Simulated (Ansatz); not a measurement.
Take ZnCu in the CsCl type structure (space group Pm-3m, No. 221) as the base.

```yaml
crystal:
  lattice:
    - [2.91880, 0.00000, 0.00000]
    - [0.00000, 2.91880, 0.00000]
    - [0.00000, 0.00000, 2.91880]
  atoms:
    - { symbol: Zn, position: [0.00000, 0.00000, 0.00000] }
    - { symbol: Cu, position: [0.50000, 0.50000, 0.50000] }
```

Calculations: DFT with r2SCAN, PAW potentials and a 500 eV plane-wave cutoff in Ansatz (a quantum-chemistry and plane-wave program), no SOC.

Base values:

| Quantity | Result |
|---|---|
| Density | 8.61 g/cm³ |

Modification: a hydrostatic pressure of 7 GPa.

Task: What happens to the density?

Result: The density goes up by 0.41 g/cm³, from 8.61 g/cm³ to 9.02 g/cm³.

Load acts through the strain it causes; cell and atoms are relaxed under it. Whether these cells are dynamically stable was not tested. No other phases were tried under pressure. The final runs are not spin-polarised.
